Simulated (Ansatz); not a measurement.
Start from SnO₂ in the rutile structure (space group P4_2/mnm, No. 136; a = 4.769 Å, c = 3.212 Å).

Computed with DFT with PBEsol, PAW potentials and a 420 eV plane-wave cutoff in Ansatz (a first-principles code), scalar-relativistic without spin-orbit coupling.

For the base:

Pressure: 0.0 GPa
Band gap: 0.92 eV

The change: the cell is scaled by 1.0300 in all directions, atoms relaxed at fixed cell.

**Question.** What happens to the largest internal atomic displacement?

**Answer.** The largest internal atomic displacement comes out as 0.017 Å.

**Question.** How does this affect the pressure?

**Answer.** The pressure (mean of the normal stresses, compression positive) goes from zero to -13.8 GPa.

**Question.** Estimate the effect on the energy relative to the base.

**Answer.** The energy increases by 53 meV/atom.

**Question.** How does this affect the band gap?

**Answer.** The band gap becomes zero (base: 0.92 eV).

The cells carry an imposed strain or load. No phonon test of stability was made. All final runs are without spin polarisation. Gaps under 0.05 eV, about the width of the smearing, are given as zero. A zero or small gap of SnO2 under isotropic strain +3.00 % can be the functional's error rather than a property of the material.
